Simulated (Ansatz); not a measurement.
Consider W$_{2}$C (space group P-3m1, No. 164; a = 3.035 Å, c = 4.656 Å). Axes: x lies along a and z along c of the hexagonal cell.

Calculations: PBE-D3(BJ)/PAW in Ansatz (an electronic-structure program), scalar-relativistic without spin-orbit coupling.

Before the change:

- Shortest interatomic distance = 211.7 pm
- Pressure = 0.0 GPa
- Band gap = zero

Now apply this change: biaxial strain +3.42 %, plane normal [001], relaxed out of plane (Cartesian); in-plane vectors clamped, the third vector and the atoms free.

Q: What does the calculation give for the shortest interatomic distance, pressure and band gap after the change?

A: The shortest interatomic distance goes up by 2.2 pm (211.7 pm → 213.9 pm); the pressure (mean of the normal stresses, compression positive) goes from zero to -10.1 GPa; the band gap remains zero.

No phonon test of stability was made. All final runs are without spin polarisation.
